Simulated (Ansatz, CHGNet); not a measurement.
**How the formation enthalpy of Al₂Cu (I4/mcm, No. 140) moves with the method**

No measured value is used here.

```tsv
level (code)	value (eV/atom)
CHGNet 0.3.0	-0.212
LDA (Ansatz)	___
PBE (Ansatz)	-0.163
PBEsol (Ansatz)	___
revPBE (Ansatz)	-0.156
PBE-D4 (Ansatz)	-0.146
PBEsol-D3(BJ) (Ansatz)	-0.158
rVV10 (Ansatz)	___
r²SCAN-D4 (Ansatz)	-0.154
r²SCAN+rVV10 (Ansatz)	-0.154
HSE06 (Ansatz)	-0.150
```

Question: Complete the blanks.

Answer: 
- LDA (Ansatz, a quantum-chemistry and plane-wave program), value (eV/atom): -0.189
- PBEsol (Ansatz), value (eV/atom): -0.175
- rVV10 (Ansatz), value (eV/atom): -0.139

HSE06: exact exchange on metals is sensitive to the k mesh and can open a false gap. HSE06: the run warned that the count of filled bands differs between k points. Each level is taken at its own relaxed cell. Cutoffs differ between the levels. Ansatz's density-functional and Hartree–Fock values are scalar-relativistic unless marked +SOC, with PAW data made under PBE.

Machine-learned potentials (CHGNet 0.3.0) are trained on DFT data: a solid inside that data is no test of them.
